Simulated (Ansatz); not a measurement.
## Zr3N4 (I-43d, No. 220): smallest direct gap on the k points sampled by level of theory

No measured value is used here.

```tsv
level (code)	value (eV)
LDA (Ansatz)	0.62
PBE+SOC (Ansatz)	0.66
PBEsol+SOC (Ansatz)	0.72
HSE06+SOC (Ansatz)	1.54
PBE0 (Ansatz)	2.26
```

Computed values are for a static lattice. Levels without +SOC have no spin–orbit coupling; where heavier elements are present it shifts gaps, mostly down, and can invert bands.  Values are at a fixed cell, not relaxed at this level and not confirmed as the measured one; PBEsol+SOC at the PBEsol cell. Cutoffs and k meshes differ between the levels. Ansatz's density-functional and Hartree–Fock values are scalar-relativistic unless marked +SOC, with PAW data made under PBE.

Ansatz is an electronic-structure program.
